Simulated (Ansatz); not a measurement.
Consider MgO (space group P6_3/mmc, No. 194; a = 3.494 Å, c = 4.194 Å; a cell from a computed database, its experimental status unchecked).

Levels (all Ansatz, a first-principles code, PAW): PBEsol (420 eV, scalar-relativistic without spin-orbit coupling); HSE06 (420 eV, spin-orbit coupling left out).

Its gap is 3.27 eV with PBEsol and 5.00 eV with HSE06.

Perturbation: cell and atoms relaxed at a pressure of 10 GPa.

With PBEsol the gap becomes 3.61 eV.

If the HSE06 correction stayed the same, what would the HSE06 gap be, and what does the HSE06 run give?

A rigid correction of +1.73 eV gives 5.34 eV. The HSE06 run gives 5.39 eV, so the correction itself changes by +0.05 eV.

Single points use the geometry relaxed with PBEsol. Load acts through the strain it causes; cell and atoms are relaxed under it. Stability against distortions was not tested. Competing high-pressure phases were not computed. This is not the structure that MgO has at room temperature and ambient pressure.
